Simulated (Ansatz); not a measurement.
Ansatz (a first-principles code), DFT, PBE, plane waves, its default PAW files: fcc Al (Al32), 32 atoms. Basis and mesh were picked for this test and aren't claimed converged.

| Item | Value |
|---|---|
| cell | 8.10, 8.10, 8.10 Å; 90, 90, 90° |
| task | single point |
| k mesh | 8×8×8 |
| hamiltonian.xc | pbe |
| kind of files | paw |
| scf.occupations.method | fermi_dirac |
| scf.occupations.width | 0.1 eV |
| output.forces | true |
| memory maximum (--max-ram) | 200GiB |
| accuracy | medium (default) |
| basis.precision | auto (default) |
| basis.xc_grid | 2 (default) |
| scf.eigensolver.kind | auto (default) |
| scf.mixing.algorithm | auto (default) |
| scf.mixing.preconditioner | auto (default) |
| scf.convergence.dr2_threshold | 5.31441e-07 (default) |
| scf.lower_state_search | light (default) |
| k-points after symmetry | 35 |
| bands at the start | 80 |
| electrons | 96 |
| plane waves at Γ | 10395 |
| cutoff (eV) | 420 |
| FFT grid | 60×60×60 |
| symmetry operations | 1536 |

Machine: one whole node, AMD EPYC (Zen 5), 96 cores on 1 socket, no SMT, 12 L3 cache groups.

Each time is the median wall time of two to five repeats, run one at a time on the otherwise empty machine; start-up is included. Unless noted, each process is bound to its own block of adjacent cores. Build: release build for x86-64 with AVX-512, one process with threads. Other compilers and libraries give other times. Scratch files lie in a memory file system.

Started as
```bash
OMP_NUM_THREADS=32 ANSATZ_TIMINGS=1 ansatz run --backend cpu --threads 32 --max-ram 200GiB --events-out run.ndjson --runs-dir run.runs --progress --plain run.yaml
```
(32 threads, crystal.symmetry.detect = auto (default)) it takes 2.6 s and 6 SCF iterations.

**Question.** How long does it take after this change: crystal.symmetry.detect = false?

**Answer.** About 13 s (3 runs within 1 %): 4.9× as long. The largest move is in band solves (diag): 1.4 s to 9.8 s. The band solves carry the change: the iterations make 38586 against 285991 applications of H to a band, at 0.036 against 0.034 ms of diag time each (k-points 35 to 260). Applications of H to a band go from 39606 to 291357. Change in the result: energy under 0.001 meV/atom.

Keys are those of Ansatz 0.2.
